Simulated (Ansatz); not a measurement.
Base system: Al2Pt (space group Fm-3m, No. 225; a = 5.8967 Å; relaxed with 0.1 eV smearing). Axes: x, y, z lie along the cube axes.

Level of theory: Ansatz (a program for electronic structure) PBEsol, no SOC.

Now apply this change: tensor shear ε_xy = +2.00 % (engineering shear γ = 0.0400); the atoms relax in the strained cell.

Question: Predict the new largest internal atomic displacement and energy relative to the base.

Answer: The largest internal atomic displacement is 0.035 Å; the energy rises by 4.1 meV/atom.

No phonon test of stability was made. All final runs are without spin polarisation.
